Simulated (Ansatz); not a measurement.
Start from Ti₃O₅ (space group Cmcm, No. 63; a = 3.750 Å, b = 9.793 Å, c = 9.822 Å). Axes: x, y, z lie along a, b, c of the conventional cell.

Computed with DFT with PBEsol, PAW potentials and a 420 eV plane-wave cutoff in Ansatz (a quantum-chemistry and plane-wave program), no spin-orbit coupling.

Base values:

```
Property                           Result
-----------------------------  ----------
Pressure                          0.0 GPa
Shortest interatomic distance  3.559 bohr
Band gap                             zero
```

The change: biaxial strain +0.61 %, plane normal [001], relaxed out of plane (Cartesian); in-plane vectors clamped, the third vector and the atoms free.

**Question.** Predict the new pressure.

**Answer.** The pressure (mean of the normal stresses, compression positive) goes from zero to -1.4 GPa.

**Question.** What does the calculation give for the shortest interatomic distance after the change?

**Answer.** The shortest interatomic distance goes up by 0.007 bohr (3.559 bohr → 3.566 bohr).

**Question.** How does this affect the band gap?

**Answer.** The band gap remains zero.

Stability against distortions was not tested. No Hubbard U is applied, and correlation can decide whether such a compound is a metal. The final runs are not spin-polarised.
